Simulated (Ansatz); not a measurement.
## ScAl3, response to strain

The reference is ScAl$_{3}$ in the Cu3Au type structure (space group Pm-3m, No. 221; a = 4.072 Å; relaxed with 0.1 eV smearing). Axes: x, y, z lie along the cube axes.

Strains are applied to the cell and any free atomic positions relax; under biaxial strain the out-of-plane vector relaxes too.

All numbers come from PBEsol (Ansatz, a quantum-chemistry and plane-wave program), scalar-relativistic without spin-orbit coupling.

```json
[
 {"biaxial strain, plane normal [001], relaxed out of plane (%)": "0", "out-of-plane strain (%)": "0.00"},
 {"biaxial strain, plane normal [001], relaxed out of plane (%)": "0.6", "out-of-plane strain (%)": "-0.27"},
 {"biaxial strain, plane normal [001], relaxed out of plane (%)": "1.2", "out-of-plane strain (%)": "?"},
 {"biaxial strain, plane normal [001], relaxed out of plane (%)": "1.8", "out-of-plane strain (%)": "-0.82"},
 {"biaxial strain, plane normal [001], relaxed out of plane (%)": "2.4", "out-of-plane strain (%)": "-1.10"},
 {"biaxial strain, plane normal [001], relaxed out of plane (%)": "3", "out-of-plane strain (%)": "-1.40"}
]
```

Fit ε⊥ = −νε + γε² (strains in %) to the rows shown and predict the withheld row.

Least squares on the printed values gives ν = 0.44 (the biaxial Poisson response) and γ = -0.009 (largest residual 0.00 %); this predicts -0.54 %, and the run gives -0.54 %, in agreement.

Stability against distortions was not tested. The final runs are not spin-polarised.
